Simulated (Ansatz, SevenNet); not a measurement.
## NbAs (I4₁md, No. 109, 4 atoms in the cell; start mp-2059): equilibrium lattice constant a by level of theory

No measured value is used here.

| level (code) | value (Å) |
|---|---|
| SevenNet-0 | 3.491 |
| LDA (Ansatz) | ___ |
| PBE (Ansatz) | ___ |
| PBE-D3(BJ) (Ansatz) | 3.440 |
| r²SCAN-D4 (Ansatz) | 3.451 |
| r²SCAN+rVV10 (Ansatz) | 3.451 |
| HSE06 (Ansatz) | 3.439 |

Fill in the missing entries.


- LDA (Ansatz, a quantum-chemistry and plane-wave program), value (Å): 3.418
- PBE (Ansatz), value (Å): 3.474

SevenNet-0, LDA, PBE, PBE-D3(BJ), r²SCAN-D4, r²SCAN+rVV10, HSE06: the relaxation could not lower the start's symmetry, so the cell can be a saddle point above a distorted one. HSE06: exact exchange on metals is sensitive to the k mesh and can open a false gap. HSE06: the run warned that the count of filled bands differs between k points. K meshes differ between the levels. Ansatz's density-functional and Hartree–Fock values are scalar-relativistic unless marked +SOC, with PAW data made under PBE.

Machine-learned potentials (SevenNet-0) are trained on DFT data: a solid inside that data is no test of them.

A start named mp-… is a Materials Project structure, which need not be a measured phase.
